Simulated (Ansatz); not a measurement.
An Ansatz (an electronic-structure program) input (PBEsol/PAW in Ansatz, without spin-orbit coupling):

Ansatz 0.2 input:
```yaml
crystal:
  lattice:
    - [0, 3.4768533673, 3.4768533673]
    - [3.4768533673, 0, 3.4768533673]
    - [3.4768533673, 3.4768533673, 0]
  atoms:
    - { symbol: Cl, position: [0.75, 0.75, 0.75] }
    - { symbol: K, position: [0, 0, 0] }
basis: { ecutwfc: 420, ecutrho_ratio: 4, xc_grid: 2, fft_grid_basis: typed }
kpoints: { mp_grid: { grid: [8, 8, 8] } }
hamiltonian:
  xc: pbesol
  dispersion: none
  pseudopotentials: { kind: paw }
scf: { occupations: { method: fermi_dirac, width: 0.05 }, convergence: { dr2_threshold: 0.0000000002 } }
output: { forces: true, stress: true }
checkpoint: { write: state.ck, write_every: 1000 }
```

Which symmetry and how many k-points will the program report, and about how many plane waves at Γ?

Space group F-43m (ITA 216) with 24 operations, k-points 29 of 512, and 1639 plane waves at Γ.

Stability against distortions was not tested. The cell was made from KF by this change: F → Cl; the result is a hypothetical phase, not in the database extracts checked.
